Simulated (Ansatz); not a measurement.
Phonon-limited resistivity of YAl₃ (Pm-3m) against temperature in μΩ·cm, PBEsol, DFPT electron-phonon coupling, linearised Boltzmann equation (Ansatz, a first-principles code), harmonic crystal at a fixed cell.

```
T          ρ
-----  -----
50 K   0.157
77 K     [?]
100 K    [?]
150 K    3.2
200 K    5.0
250 K    6.7
273 K    7.4
300 K    8.3
350 K    9.9
400 K   11.5
500 K   14.6
600 K   17.7
```

**Question.** Some entries are withheld; supply them.

**Answer.** 
- 77 K, ρ: 0.70
- 100 K, ρ: 1.41

A metal at this level (no band gap). Only scattering by harmonic phonons is included (no impurities, grain boundaries, electron-electron scattering or thermal expansion). Spin-orbit coupling is left out. The run warned that the eigensolver left some states short of its tolerance. Halving the electron mesh (20x20x20) moves the resistivity by up to 10 %. Smearing 0.20 eV; phonons on a 3x3x3 q mesh, which this run doesn't test and which matters most at low temperature.

Computed structure with no diffraction record at hand here (it may be known, metastable or hypothetical): YAl3 (Pm-3m).
